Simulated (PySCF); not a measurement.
PySCF 2.14.0, BP86/def2-svpd, df: Zn(H)2 ([ZnH2]), 3 atoms. The geometry is a generated start, not checked to be a minimum at this level.

| Item | Value |
|---|---|
| task | energy |
| method | bp86 |
| basis | def2-svpd |
| two-electron scheme | density fitting |
| mol.max_memory | 3000 MB |
| mf.max_cycle | 100 |
| mf.conv_tol | 1e-09 (default) |
| mf.grids.level | 3 (default) |
| basis functions | 50 |
| grid points | 40256 |

```xyz
3

Zn     0.0001    -0.0006     0.0000
H      0.2611    -1.4740     0.0887
H     -0.2612     1.4747    -0.0888
```

Charge 0 and multiplicity 1 are set for this test and not shown to be the ground state.

With the defaults (mf.DIIS = CDIIS, mf.diis = true, mf.init_guess = minao, mf.diis_space = 8, newton = off, mf.damp = 0, mf.diis_start_cycle = 1, mf.diis_damp = 0) it converges in 11 Fock builds. One run each on 2 threads, 1 BLAS thread, with these changes:
- mf.diis_space = 20
- mf.damp = 0.3, mf.diis_start_cycle = 4
- mf.diis_damp = 0.3
- mf.diis_space = 12
- mf.DIIS = EDIIS
- mf.diis = false
- mf.init_guess = atom
- mf.damp = 0.7, mf.diis_start_cycle = 8
- newton = Hessian by the SCF's own integrals

**Question.** Which runs fail or end elsewhere than the default run?

**Answer.** No convergence: mf.DIIS = EDIIS; mf.diis = false (the run ends without SCF convergence in 100 cycles). The rest reach the solution of the defaults.

```json
[
 {"setting": "mf.diis_damp = 0.3", "Fock builds": "9", "end": "same solution"},
 {"setting": "the defaults", "Fock builds": "11", "end": "same solution"},
 {"setting": "mf.init_guess = atom", "Fock builds": "11", "end": "same solution"},
 {"setting": "mf.diis_space = 12", "Fock builds": "11", "end": "same solution"},
 {"setting": "mf.diis_space = 20", "Fock builds": "11", "end": "same solution"},
 {"setting": "mf.damp = 0.7, mf.diis_start_cycle = 8", "Fock builds": "14", "end": "same solution"},
 {"setting": "mf.damp = 0.3, mf.diis_start_cycle = 4", "Fock builds": "16", "end": "same solution"},
 {"setting": "newton = Hessian by the SCF's own integrals", "Fock builds": "24", "end": "same solution"},
 {"setting": "mf.DIIS = EDIIS", "Fock builds": "101", "end": "no convergence"},
 {"setting": "mf.diis = false", "Fock builds": "101", "end": "no convergence"}
]
```

Under newton the count holds the products with the orbital Hessian.
